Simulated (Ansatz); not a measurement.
Levels about the gap of amorphous Hf20Si20O62N12 (114 atoms in a cell of 1503 Å³, 5.85 g/cm³; zone centre alone, so wide bands show as single levels with stretches between that a denser mesh fills), at the geometry that PBE relaxed, where it gives 0.0 GPa on a denser mesh. The participation number counts the atoms over which a state spreads; weights are charges in smoothed Voronoi cells. The levels come from a single point, so bond lengths are those of that geometry. Method of the levels: PBE, scalar-relativistic without spin-orbit coupling (Ansatz, a program for electronic structure). Sampling: the zone centre alone; Fermi-Dirac width 0.02 eV; no spin polarisation. At PBE the levels at the filled edge of the gap are localised (band-tail or defect states), and the nearest spread-out levels lie 3.6 eV apart at the zone centre.

A CHGNet melt-quench gave the starting glass, which DFT then relaxed. O and N atoms were pushed apart under 1.9 Å during the dynamics, to hinder bonds among them. The hot cell started wider than the set density and was brought back towards it in steps. It is the lowest in DFT energy of 4 quenches. It is a model cell: composition and starting density were chosen by hand, and all elements were melted together. No dispersion term was used. Its density started from a set value of 5.95 and ended at 5.85 g/cm³. The quench (nominally 600 K/ps over its main leg) was far faster than any real one, so the model tends to hold more defects than a real film. One small periodic cell is one sample of the glass; other quenches scatter about these values. Volume and shape were free in the relaxation.

```
E - E(highest filled), eV  filling  participation number        largest on  weight N  weight O  weight Hf  weight Si
-------------------------  -------  --------------------  ----------------  --------  --------  ---------  ---------
-0.74                       filled                  19.0   N, 4 neighbours      0.36      0.56       0.05       0.04
-0.72                       filled                  20.7   O, 2 neighbours      0.31      0.61       0.04       0.03
-0.64                       filled                  14.9   N, 3 neighbours      0.56      0.34       0.06       0.04
-0.58                       filled                  12.7   N, 3 neighbours      0.52      0.38       0.06       0.04
-0.51                       filled                   9.7   N, 3 neighbours      0.48      0.44       0.04       0.04
-0.39                       filled                   4.4   N, 3 neighbours      0.59      0.31       0.05       0.04
0.00                        filled                   3.7   N, 3 neighbours      0.65      0.23       0.08       0.04
3.09                         empty                  13.9  Hf, 7 neighbours      0.07      0.31       0.57       0.04
3.25                         empty                  22.3  Hf, 6 neighbours      0.08      0.37       0.49       0.06
3.32                         empty                  16.7  Hf, 6 neighbours      0.06      0.36       0.54       0.04
3.38                         empty                  11.0  Hf, 6 neighbours      0.04      0.34       0.59       0.03
3.43                         empty                  15.1  Hf, 4 neighbours      0.14      0.24       0.58       0.04
3.52                         empty                  19.8  Hf, 6 neighbours      0.09      0.28       0.58       0.05
3.54                         empty                  13.8  Hf, 6 neighbours      0.08      0.28       0.60       0.04
```

Most localised among these is the filled level at +0.00 eV, on a N atom, which has 3 neighbours (Si 1.70 Å, Hf 2.08 Å, Hf 2.13 Å).
